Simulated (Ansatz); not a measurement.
# AlPd (model structure, Fm-3m, No. 225, 2 atoms in the cell): properties by level of theory

| level (code) | equilibrium lattice constant a (Å) | cohesive energy (eV/atom) |
|---|---|---|
| LDA (Ansatz) | 5.022 | 4.96 |
| PBE (Ansatz) | 5.130 | 3.99 |
| PBEsol (Ansatz) | 5.068 | 4.52 |
| r²SCAN (Ansatz) | 5.088 | 4.22 |

Ansatz's density-functional and Hartree–Fock values are scalar-relativistic unless marked +SOC, with PAW data made under PBE.

The crystal itself was run without spin with LDA, PBE, PBEsol, r²SCAN; a magnetic state was not tried in these runs.

Free atoms are spin-polarised, in the lowest state found; at levels without +SOC their spin–orbit coupling is left out.

Static lattice: no zero-point or thermal effects.

A model structure was made by putting elements into a prototype or built by hand; it is no filed structure, need not be a known phase, and can be a saddle point held by its symmetry.

Ansatz is a program for electronic structure.
